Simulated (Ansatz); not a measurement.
Take ZrS$_{2}$ in the fluorite structure (space group Fm-3m, No. 225; a hypothetical phase, not in the database extracts checked) as the base.

```
ZrS2
1.0
    0.00000     3.12836     3.12836
    3.12836     0.00000     3.12836
    3.12836     3.12836     0.00000
Zr S
1 2
Cartesian
  0.00000   0.00000   0.00000
  1.56418   1.56418   1.56418
  4.69255   4.69255   4.69255
```

Cartesian axes are those of the cell as printed.

Calculations: r2SCAN in Ansatz (plane waves to 500 eV, PAW, no spin-orbit coupling), earlier PAW set.

Free-standing slabs (3 atom(s) a layer) normal to [111] with 15 Å of vacuum; in-plane cell held at bulk.

One change was made to it. Results:

| quantity | base | after |
|---|---|---|
| band gap | 0.13 eV | 0.54 eV |
| gap character | – | indirect, M → Γ |
| smallest direct gap | 0.22 eV | 0.60 eV |

What was done to the base?
(A) 2 layers
(B) 5 layers
(C) 6 layers
(D) 1 layer
(E) 3 layers

C, 6 layers. For comparison, the band gap in the other runs: 5 layers gives 0.66 eV; 2 layers gives 1.36 eV; 3 layers gives 1.11 eV; 1 layer gives 1.45 eV.

No phonon test of stability was made. A zero or small gap of ZrS2 can be the functional's error rather than a property of the material. Labels are those of the standard path for the cell's own space group.

Ansatz is a program for electronic structure.
